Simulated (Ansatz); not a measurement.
**YB2 (P6/mmm): resistivity and electron-phonon coupling**

Here is the system:

```xyz
3
Lattice="3.2740 0.0000 0.0000 -1.6370 2.8353 0.0000 0.0000 0.0000 3.8227" Properties=species:S:1:pos:R:3 pbc="T T T"
Y      0.0000     0.0000     0.0000
B      0.0000     1.8902     1.9114
B      1.6370     0.9451     1.9114
```

Calculation: PBEsol, DFPT electron-phonon coupling, linearised Boltzmann equation (plane waves, PAW, scalar-relativistic; Ansatz, an electronic-structure program). Geometry: relaxed with this functional, without spin-orbit coupling.

```json
{
 "resistivity at 300 K": "12.0 (x), 12.0 (y), 14.6 (z) μΩ·cm",
 "electron mean free path at 300 K (weighted by the current that each state carries)": "9.7 (x), 9.7 (y), 11.0 (z) nm",
 "electron-phonon coupling λ": "0.38",
 "transport coupling λ_tr": "0.43 (x), 0.43 (y), 0.40 (z)",
 "logarithmic_mean_phonon_energy": "40 meV",
 "density of states at the Fermi level": "0.48 states/(eV·spin·cell)",
 "drude_plasma_energy": "5.5 (x), 5.5 (y), 4.8 (z) eV"
}
```

A metal at this level (no band gap). Only scattering by harmonic phonons is included (no impurities, grain boundaries, electron-electron scattering or thermal expansion). Spin-orbit coupling is left out. The run warned that the eigensolver left some states short of its tolerance. Halving the electron mesh (28x28x24) moves the resistivity by up to 3 % at 300 K, the mean free path by up to 6 %, the coupling by up to 2 %. Smearing 0.20 eV; phonons on a 5x5x4 q mesh, which this run doesn't test and which matters most at low temperature.
